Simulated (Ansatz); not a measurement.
Cubic perovskite KNiF3 was calculated with rVV10 (plane waves, PAW; Ansatz, a program for electronic structure).

Numerical settings: plane-wave cutoff 520 eV, 8×8×8 k mesh, Fermi–Dirac smearing 0.01 eV, spin-polarised with parallel moments, scalar-relativistic PAW data made under PBE.

Equation-of-state points:

| V (Å³/atom) | E − E_lowest (meV/atom) | P (GPa) |
|---|---|---|
| 12.517 | 13.88 | 5.91 |
| 12.783 | 5.92 | 3.71 |
| 13.049 | 1.42 | 1.75 |
| 13.316 | 0.00 | 0.00 |
| 13.582 | 1.33 | -1.56 |
| 13.848 | 5.10 | -2.96 |
| 14.115 | 11.07 | -4.20 |

### Question
Estimate the bulk modulus from the pressures at 13.049 and 13.582 Å³/atom, and compare it with a fit to all energies.

### Answer
B = −V dP/dV. Between V = 13.049 and 13.582 Å³/atom, dP/dV = (-1.56 − (1.75))/(13.582 − 13.049) = -6.21 GPa per Å³/atom; at the midpoint 13.316 Å³/atom this gives B ≈ 82.7 GPa. The third-order Birch–Murnaghan fit gives V0 = 13.315 Å³/atom, B0 = 82.6 GPa, B′ = 4.7, which lies within 1 % of that estimate.

Note: the magnetic order was assumed, not searched for or taken from measurement; without U or exact exchange, gaps and moments of open d shells tend to come out too small.

Static lattice: no zero-point or thermal effects.

The result took very roughly 3 core-minutes.
